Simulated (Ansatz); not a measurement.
MgO: pressure series

Base system: MgO (space group P3m1, No. 156; a = 3.265 Å, c = 15.509 Å; a cell from a computed database, its experimental status unchecked).

Cell and atoms are relaxed at each pressure.

The values are results of plane-wave PAW DFT at the PBEsol level (Ansatz, a quantum-chemistry and plane-wave program, 420 eV), no spin-orbit coupling, not measurements.

```tsv
pressure (GPa)	volume per atom (Å³/atom)
-2	12.143
-1	?
0	11.934
0.3	11.905
0.7	11.867
1.5	11.788
3	11.650
7.5	11.277
10	11.090
```

Question: Fit the third-order Birch–Murnaghan form P(V) = (3B₀/2)[(V₀/V)^(7/3) − (V₀/V)^(5/3)]·[1 + (3/4)(B₀′ − 4)((V₀/V)^(2/3) − 1)] (squares taken in P) to the rows shown and predict the withheld row.

Answer: Least squares on the printed values gives V₀ = 11.935 Å³/atom, B₀ = 119 GPa, B₀′ = 3.7; this predicts 12.037 Å³/atom, and the run gives 12.036 Å³/atom, in agreement.

Load acts through the strain it causes; cell and atoms are relaxed under it. No phonon test of stability was made. Competing high-pressure phases were not computed. The base started in Cm and relaxed to P3m1 at this level. This is not the structure that MgO has at room temperature and ambient pressure.
